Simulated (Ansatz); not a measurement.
The parent structure is GaN in the wurtzite structure (space group P6_3mc, No. 186; a = 3.1826 Å, c = 5.1854 Å).

The values are results of plane-wave PAW DFT at the PBEsol level (Ansatz, a first-principles code, 420 eV), scalar-relativistic without spin-orbit coupling, not measurements.

Before the change:

The band gap is 1.88 eV and the width of the top valence band is 2.82 eV. The shortest interatomic distance is 1.946 Å.

Now apply this change: cell and atoms relaxed at a pressure of 15 GPa.

What does the calculation give for the band gap after the change?

The band gap rises by 0.449 eV to 2.32 eV.

Predict the new width of the top valence band.

The width of the top valence band grows by 0.24 eV (2.82 eV → 3.06 eV).

What happens to the shortest interatomic distance?

The shortest interatomic distance decreases by 0.044 Å, from 1.946 Å to 1.902 Å.

Load acts through the strain it causes; cell and atoms are relaxed under it. Whether these cells are dynamically stable was not tested. Tetrahedral semiconductors of this kind turn to denser phases somewhere between about 1 and 50 GPa; those were not computed, so compressed cells here can lie past the real transition.
